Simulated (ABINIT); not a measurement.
## Short convergence ladders for Mg (P6_3/mmc, 2 atoms in the cell)

```
Mg
1.0
    1.60018    -2.77160     0.00000
    1.60018     2.77160     0.00000
    0.00000     0.00000     5.19437
Mg
2
Direct
  0.33333   0.66667   0.25000
  0.66667   0.33333   0.75000
```

Base method: LDA (PW92), norm-conserving pseudopotentials (PseudoDojo nc-sr-04 LDA standard) (plane waves; ABINIT 10.0.3).

Base settings: pseudos = [Mg.upf]; ecut = 84 Ry; occopt = 3; tsmear = 0.00367493 Ha; ngkpt = 6 6 3; nshiftk = 1; shiftk = 0 0 0; potentials = PseudoDojo nc-sr-04 LDA standard; nband = 15; kptopt = 1.

**Zone-centre phonons against the cutoff**

In this ladder: tolvrs = default; prtwf = default; prtden = default; istwfk = *1; tolvrs1 = 1e-16; ndtset = 2; prtwf1 = 1; getwfk2 = 1; kptopt2 = 2.

The mesh stays at the base's, so the ladder's end is converged at best in this setting alone.

Frequencies are those of the unrelaxed cell, without the LO-TO term of polar crystals.

Only quantities that move along the ladder and can be compared are tabulated.

```tsv
ecut	highest zone-centre frequency (cm⁻¹)
42 Ry	228.4
50 Ry	238.1
58 Ry	242.4
72 Ry	237.5
84 Ry	238.1
100 Ry	237.9
126 Ry	237.6
```

Coarsest ecut that holds the highest zone-centre frequency within 2 cm⁻¹ of the last step, with all finer ones: 72 Ry; the step before is off by 4.8 cm⁻¹.

**Zone-centre phonons against the SCF threshold**

In this ladder: tolvrs = default; prtwf = default; prtden = default; istwfk = *1; ndtset = 2; prtwf1 = 1; getwfk2 = 1; kptopt2 = 2; nqpt2 = 1.

The mesh stays at the base's, so the ladder's end is converged at best in this setting alone.

Frequencies are those of the unrelaxed cell, without the LO-TO term of polar crystals.

Only quantities that move along the ladder and can be compared are tabulated.

| toldfe1 | highest zone-centre frequency (cm⁻¹) |
|---|---|
| 3.7e-05 Ha | 241.0 |
| 3.7e-07 Ha | 238.2 |
| 3.7e-09 Ha | 238.1 |
| 3.7e-11 Ha | 238.1 |
| 3.7e-13 Ha | 238.1 |

Coarsest toldfe1 that holds the highest zone-centre frequency within 2 cm⁻¹ of the last step, with all finer ones: 3.7e-07 Ha; the step before is off by 2.8 cm⁻¹.

On the base run: the starting cell has typed, rounded lattice constants, without a prior relaxation at this level. Its lattice was rescaled by up to half a per cent. Without a gap this mesh is coarse (it stands for a supercell whose shortest vector is 16 Å).
